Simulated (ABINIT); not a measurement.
Worked example: self-consistent single point of Ba (Im-3m, 1 atom in the cell) in ABINIT.

Method of the run: LDA (PW92), norm-conserving pseudopotentials (PseudoDojo nc-sr-04 LDA standard) (plane waves; ABINIT).

```
Ba
1.0
   -2.51502     2.51502     2.51502
    2.51502    -2.51502     2.51502
    2.51502     2.51502    -2.51502
Ba
1
Direct
  0.00000   0.00000   0.00000
```

Reference input (self-consistent single point, DFT, PBE, plane waves, norm-conserving pseudopotentials (PseudoDojo nc-sr-05 PBE standard)): pseudos = [Ba.upf]; ecut = 56 Ry; ixc = 11; occopt = 7; tsmear = 0.1 eV; ngkpt = 12 12 12; nshiftk = 1; shiftk = 0 0 0; potentials = PseudoDojo nc-sr-05 PBE standard; nband = 10; kptopt = 1; nstep = 60. This run's input differs from it in these lines:

```diff
@@ -1,2 +1,2 @@
-# Ba, PseudoDojo nc-sr-05 PBE standard
+# Ba, PseudoDojo nc-sr-04 LDA standard
 pp_dirpath "./"
@@ -16,3 +16,3 @@
 ecut 56 Ry
-ixc 11
+ixc 7
 occopt 7
```

Its files differ too (potentials: PseudoDojo nc-sr-05 PBE standard → PseudoDojo nc-sr-04 LDA standard).

The program printed (abridged):

```
--- !BeginCycle
solver: {iscf: 7, nstep: 60, nline: 4, wfoptalg: 0, }
tolerances: {tolvrs: 1.00E-11, }
...

     iter   Etot(hartree)      deltaE(h)  residm     vres2
 ETOT  1  -28.068848883552    -2.807E+01 3.867E-02 2.294E-01
 ETOT  2  -28.076089685079    -7.241E-03 2.807E-03 3.414E-02
 ETOT  3  -28.076104684847    -1.500E-05 1.448E-03 3.137E-03
 ETOT  4  -28.076106292165    -1.607E-06 1.219E-03 2.088E-05
 ETOT  5  -28.076106490952    -1.988E-07 5.874E-04 3.025E-07
 ETOT  6  -28.076106521223    -3.027E-08 2.981E-04 4.639E-08
 ETOT  7  -28.076106526218    -4.996E-09 2.778E-04 9.274E-09
 ETOT  8  -28.076106527076    -8.578E-10 1.088E-04 3.101E-09
 ETOT  9  -28.076106527229    -1.528E-10 6.570E-05 7.391E-12
 At SCF step    9       vres2   =  7.39E-12 < tolvrs=  1.00E-11 =>converged.

 Cartesian components of stress tensor (hartree/bohr^3)
  sigma(1 1)=  4.61183822E-05  sigma(3 2)=  0.00000000E+00
  sigma(2 2)=  4.61183822E-05  sigma(3 1)=  0.00000000E+00
  sigma(3 3)=  4.61183822E-05  sigma(2 1)=  0.00000000E+00

 ----iterations are completed or convergence reached----

 reduced coordinates (array xred) for    1 atoms
       0.000000000000      0.000000000000      0.000000000000
 cartesian forces (eV/Angstrom) at end:
    1     -0.00000000000000    -0.00000000000000    -0.00000000000000
 frms,max,avg= 0.0000000E+00 0.0000000E+00   0.000E+00  0.000E+00  0.000E+00 e/A
 length scales=  1.889726132886  1.889726132886  1.889726132886 bohr
              =  1.000000000000  1.000000000000  1.000000000000 angstroms
   [... lines left out ...]
 Fermi (or HOMO) energy (hartree) =   0.15314   Average Vxc (hartree)=  -0.28421
   [... lines left out ...]
total_energy        : -2.80761065272290E+01
total_energy_eV     : -7.63989712006680E+02
band_energy         : -3.74048155294349E+00
...

-Cartesian components of stress tensor (GPa)         [Pressure= -1.3568E+00 GPa]
- sigma(1 1)=  1.35684942E+00  sigma(3 2)=  0.00000000E+00
- sigma(2 2)=  1.35684942E+00  sigma(3 1)=  0.00000000E+00
- sigma(3 3)=  1.35684942E+00  sigma(2 1)=  0.00000000E+00

 Calculation completed.
```

The run converged in 9 iterations. Against the reference run the pressure goes from -0.06 to -1.36 GPa.

The starting cell has typed, rounded lattice constants, without a prior relaxation at this level. Its lattice was rescaled by a random factor within 2.5 % of one.

Cost on one core of a shared machine: roughly 2 min.
